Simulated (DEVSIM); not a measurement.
Device: CdS/CdTe n-p heterojunction, at 300 K.

```
layer (left to right)  material  thickness (μm)  Nd (cm⁻³)  Na (cm⁻³)   τn (s)   τp (s)
---------------------  --------  --------------  ---------  ---------  -------  -------
1                           CdS           0.600     4.7e16          -  4.6e-10  4.6e-10
2                          CdTe           0.160          -       9e17  4.6e-10  4.6e-10
```

Left contact: ohmic. Right contact: ohmic. Voltage is applied to the left contact. Recombination: SRH at mid-gap, Auger. Mobility is constant in doping.

This is a model device: material constants are rounded textbook-type values typed into the input, and sizes, dopings and lifetimes were drawn at random. Values at 300 K.

```
parameter         CdS    CdTe
-------------  ------  ------
gap (eV)          2.4     1.5
affinity (eV)     4.3    4.28
permittivity        9    10.2
Nc (cm⁻³)      2.2e18    8e17
Nv (cm⁻³)      1.8e19  1.8e19
μn (cm²/Vs)       300    1000
μp (cm²/Vs)        25      80
Cn (cm⁶/s)      1e-30   1e-30
Cp (cm⁶/s)      1e-30   1e-30
```

Model (solved in DEVSIM): 1D drift-diffusion, Boltzmann statistics, complete ionisation; no tunnelling, impact ionisation, image-force lowering or self-heating. Band offsets follow the typed affinities; no thermionic-emission limit at abrupt steps, no polarisation charge.

The thickness of layer 1 was swept, all else fixed.

| thickness of layer 1 (μm) | dark forward voltage at 100 A/cm² (V) |
|---|---|
| 0.12 | 1.226 |
| 0.21 | 1.227 |
| 0.36 | 1.228 |
| 0.6 | 1.229 |
| 1 | 1.231 |
| 1.8 | 1.235 |
| 3 | 1.240 |

From the first row to the last the dark forward voltage at 100 A/cm² goes from 1.226 to 1.240.
